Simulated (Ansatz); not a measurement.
Results of rVV10 (Ansatz, a quantum-chemistry and plane-wave program, plane waves, PAW) for L1₀ (CuAu-type) FePt.

Input:

Ansatz 0.2 input:
```yaml
crystal:
  lattice:
    - [2.7131322417, 0.0, 0.0]
    - [0.0, 2.7131322417, 0.0]
    - [0.0, 0.0, 3.7334500069]
  atoms:
    - { symbol: Fe, position: [0.0, 0.0, 0.0], spin: 3.0 }
    - { symbol: Pt, position: [0.5, 0.5, 0.5], spin: 0.0 }
basis:
  ecutwfc: 520
  ecutrho_ratio: 4
  xc_grid: 2
kpoints:
  mp_grid: { grid: [20, 20, 16] }
hamiltonian:
  xc: { exchange: rpw86, correlation: pbe }
  dispersion: rvv10
  pseudopotentials: { kind: paw }
scf:
  occupations: { method: fermi_dirac, width: 0.05 }
output:
  forces: true
  stress: true
  eigenvalues: true
magnetization:
  spin_polarized: true
relax:
  f_tol: 0.004
  escape_saddle: false
  max_steps: 80
  cell: { stress_tol: 0.02, fix: [volume] }
```

Excerpt of the program's output:

```
Relaxation: its limit of steps is 80 (relax.max_steps)
Crystal: 2 atoms, lattice volume = 27.482 Å³
Basis set: ecut = 520 eV, 709 PW (Γ), exchange–correlation on 48×48×60 points (8 copies of the dense FFT grid, shifted against one another)
Bands: 23, of which v1, the nominal top of the filled ones, is band 17 counted from 1 (16 counted from 0)
Symmetry: 16 space group operations
Space group: P4/mmm (ITA 123), of the structure as read, at distance tolerance 3.0e-5 Å
k-points: 594 of 6400
Initial density: superposition of atomic densities (chi_scale 0.1, normalization cell)
Functional: x = rpw86, c = pbe(β = 0.06672455060314922) + rvv10(b = 6.3, C = 0.0093)
SCF 1 converged in 12 iterations: F = -17097.629382 eV  dr2 = 1.18e-9
Crystal: 2 atoms, lattice volume = 27.482 Å³
Initial density: handed on by an earlier stage of this run
SCF 2 converged in 5 iterations: F = -17097.629384 eV  dr2 = 1.36e-9
Crystal: 2 atoms, lattice volume = 27.482 Å³
SCF 3 converged in 7 iterations: F = -17097.629384 eV  dr2 = 1.35e-13
SCF converged after 7 iterations
Magnetization: 3.1991 μB (18.5995 up, 15.4005 down)
Free energy (F): -17097.629384 eV
Internal energy: -17097.619176 eV  (E = F + TS)
E sigma→0 (E₀):  -17097.624280 eV
Fermi energy:    20.802737 eV
--- Forces (eV/Å), atoms counted from 1 ---
  atom   1  Fe    -0.00000000    -0.00000000     0.00000000
  atom   2  Pt     0.00000000     0.00000000     0.00000000
--- Stress (GPa, compression-positive) ---
        8.851776      -0.000000       0.000000
       -0.000000       8.851776       0.000000
        0.000000       0.000000       8.847959
  P = ⅓ Tr σ = 8.8505 GPa (88.505 kbar)
```

The cell is one volume of an energy–volume scan, off the minimum.

The PAW data were made under PBE.

It cost roughly 110 core-seconds of CPU time.
